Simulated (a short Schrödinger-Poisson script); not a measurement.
# Symmetric double-gate stack, Si3N4 on p-type Si(100)

Structure: symmetric double-gate stack, Si3N4 on p-type Si(100), at 77 K.

```tsv
layer	material	thickness (nm)	Na (cm⁻³)
1	Si3N4	2.7	-
2	Si	2	3e16
3	Si3N4	2.7	-
```

The device is made up for the run: typed textbook-type constants, with dimensions and the other settings drawn at random. Si3N4: permittivity 7.5, conduction-band edge (eV) 1.95, gap (eV) 5.1, electron mass (mₑ) 0.5. Si: permittivity 11.7, conduction-band edge (eV) 0, gap (eV) 1.124, Nv at 300 K (cm⁻³) 3.1e19.

Channel valleys (confinement mass, in-plane density-of-states mass, number): Δ2 0.916, 0.19, 2; Δ4 0.19, 0.417, 4. At the gates, both at one voltage, the conduction-band edge of layer 1 lies 2.43 eV − eVg above the Fermi level of the channel. Gaps are held at their typed values at every temperature. Mesh 0.03 nm at interfaces.

From a short Schrödinger-Poisson script (our own, NumPy): 1D Poisson equation in equilibrium, electrons quantum, Hartree (BenDaniel-Duke, 12 states a valley, the channel's in-plane mass for all, wave functions free to enter the dielectric), parabolic valleys, classical holes, full ionisation, no traps, pinning or gate leakage.

```csv
Vg (V),electrons (cm⁻²),C (μF/cm²),Δ2 E0 (meV),Δ2 E1 (meV),Δ4 E0 (meV),Δ4 E1 (meV)
0.5,7.20e7,< 0.003,63.6,310.8,200.2,904.7
0.55,8.22e10,1.37,16.7,263.8,153.2,857.5
0.6,9.28e11,3.38,-2.3,243.8,133.8,836.6
0.65,2.03e12,3.64,-11.8,233.1,123.7,824.7
0.7,3.18e12,3.70,-19.7,223.9,115.1,814.2
0.75,4.34e12,3.72,-27.2,215.1,106.9,804.1
0.8,5.50e12,3.73,-34.6,206.4,98.9,794.1
0.85,6.66e12,3.73,-42.0,197.7,90.9,784.2
0.9,7.83e12,3.73,-49.3,189.1,82.9,774.3
0.95,8.99e12,3.73,-56.6,180.4,74.9,764.4
1,1.02e13,3.73,-64.0,171.8,67.0,754.5
1.05,1.13e13,3.74,-71.3,163.2,59.0,744.6
1.1,1.25e13,3.74,-78.7,154.6,51.0,734.7
1.15,1.37e13,3.74,-86.0,146.0,43.1,724.8
1.2,1.48e13,3.75,-93.2,137.4,35.2,715.0
```

Gate voltages with under 1e6 electrons/cm² are left out.

Subbands count from the Fermi level. The capacitance is that of both gates.
